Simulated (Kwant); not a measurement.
System: wire with a side stub in a ZnO two-dimensional gas. Effective mass 0.3 mₑ, grid spacing 7.5 nm, hard walls, nominal width 130 nm (17 grid rows, so walls 135 nm apart), one parabolic valley, scattering region 450 nm long along x; energies count from the band bottom; Fermi energy swept from 4.4567e-05 to 0.00052923 eV. Closed stub on one side, 190 nm wide and 140 nm deep.

The device is made up for the run: typed textbook-type constants, with dimensions and the other settings drawn at random.

Model: effective-mass tight-binding model on a square grid, one spin, coherent transport at 0 K (Kwant). Conductance is in e²/h.

**Question.** How many channels do the leads carry at E = 0.195, 0.374 meV?

**Answer.** The hard-wall thresholds are n² ħ²π²/(2mW²) = n² × 0.0688 meV with W = 135 nm. √(0.195/0.0688) = 1.68, so 1. √(0.374/0.0688) = 2.33, so 2.
